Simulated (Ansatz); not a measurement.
The starting structures come from a database of crystals and need not be the phases stable at ambient conditions.

 Where the default PAW files enter, the runs use the earlier of Ansatz's two default sets.

```xyz
12
Lattice="3.9683 0.0000 0.0000 0.0000 7.8519 0.0000 0.0000 2.1721 5.2124" Properties=species:S:1:pos:R:3 pbc="T T T"
K      2.9906     6.0022     3.7545
K      0.9777     4.0218     1.4579
K      1.0065     7.9477     1.4579
K      2.9618     2.0763     3.7545
H      2.4306     5.9111     0.3463
H      1.5377     4.1129     4.8660
H      0.4465     8.0389     4.8660
H      3.5218     1.9851     0.3463
O      3.0598     6.0457     1.0808
O      0.9085     3.9784     4.1316
O      1.0756     7.9043     4.1316
O      2.8927     2.1197     1.0808
```

Space group of this cell: P2_1/c. The cell is taken as given.

Transport runs along the normal of the first two printed cell vectors.

The gap is the functional's own, uncorrected, and κ follows it; spin-orbit coupling is left out. Mid-gap values are interpolated between the computed energies.

State the band gap and the smallest decay constant κ at mid-gap according to PBEsol in Ansatz (a first-principles code).

Gap 3.85 eV on a 8×4×6 mesh; κ = 0.393 1/Å, at the zone centre.
